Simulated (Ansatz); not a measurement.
**Several settings converged on Sn (Im-3m, 1 atom in the cell)**

```
CELL_PARAMETERS angstrom
     -1.88897     1.88897     1.88897
      1.88897    -1.88897     1.88897
      1.88897     1.88897    -1.88897
ATOMIC_POSITIONS crystal
  Sn 0.00000 0.00000 0.00000
```

Base method: LDA (PW92), default PAW files made with PBE (plane waves; Ansatz, a program for electronic structure).

Base settings: basis.ecutwfc = 420 eV; kpoints.mp_grid.grid = 12 12 12; hamiltonian.xc = lda; hamiltonian.pseudopotentials = {kind: paw} (the program's default PAW files); scf.occupations.method = gaussian; scf.occupations.width = 0.1 eV.

The count of work is k-points × plane waves × bands × iterations; it is no time. 

**The cutoff for other potential files**

Level: DFT, LDA (PW92), plane waves, harder PAW files (source: ansatz) made with PBE.

In this ladder: hamiltonian.pseudopotentials = {kind: paw, source: ansatz}.

The second cell is the first with its lattice scaled by 0.98.

The mesh stays at the base's, so the ladder's end is converged at best in this setting alone.

The first pressure column holds Ansatz's estimate of the finite-basis (Pulay) stress, which hides part of the cutoff error; the other is without it.

Only quantities that move along the ladder and can be compared are tabulated.

```csv
basis.ecutwfc,free energy less the last step's (meV/atom),energy of the compressed cell less the first (meV/atom),pressure (GPa),pressure without the Pulay estimate (GPa),count of work / last
290 eV,35855.96,286.99,-3.02,-1066.44,0.13
350 eV,7187.32,-14.47,-3.35,-280.60,0.14
450 eV,367.51,-17.72,-3.18,-24.41,0.22
545 eV,12.66,-16.89,-3.18,-4.19,0.28
640 eV,1.30,-16.85,-3.17,-3.19,0.35
770 eV,0.83,-16.85,-3.17,-3.18,0.46
960 eV,0.15,-16.85,-3.17,-3.18,0.67
1280 eV,0.00,-16.85,-3.17,-3.17,1.0
```

Coarsest basis.ecutwfc that holds the free energy within 0.5 meV/atom of the last step, with all finer ones: 960 eV; the step before is off by 0.83 meV/atom.

Coarsest basis.ecutwfc that holds the pressure without the Pulay estimate within 0.1 GPa of the last step, with all finer ones: 640 eV, at 0.35 of the last step's count of work; the step before is off by 1.0 GPa.

Coarsest basis.ecutwfc that holds the pressure within 0.1 GPa of the last step, with all finer ones: 450 eV, at 0.22 of the last step's count of work; the step before is off by 0.17 GPa.

The energy difference between the two cells stays within 1 meV/atom of the last step's from 450 eV on, the total only from 770 eV on: much of the error is common to both cells and cancels.

At the lowest cutoff the pressure without the Pulay estimate lies 1060 GPa under the last step's, the usual sign of Pulay stress in an incomplete plane-wave basis.

**The relaxed cell against the cutoff**

In this ladder: relax = cell and atoms.

The mesh stays at the base's, so the ladder's end is converged at best in this setting alone.

Only quantities that move along the ladder and can be compared are tabulated.

```csv
basis.ecutwfc,relaxed volume (Å³/atom),relaxation steps
210 eV,25.514,46
250 eV,25.276,18
295 eV,25.378,11
355 eV,25.377,5
420 eV,25.353,5
505 eV,25.349,5
630 eV,25.351,5
840 eV,25.349,5
```

Coarsest basis.ecutwfc that holds the relaxed volume within 0.051 Å³/atom of the last step, with all finer ones: 295 eV; the step before is off by 0.074 Å³/atom.

At the lowest cutoff the cell relaxes to a volume 0.6 % larger than at the highest. Ansatz relaxes on a stress corrected for the finite basis.

On the base run: the starting cell comes from a database of computed structures (which also holds hypothetical and non-ambient phases and stackings), without a prior relaxation at this level. Its lattice was rescaled by up to half a per cent.

Keys are those of Ansatz 0.2.
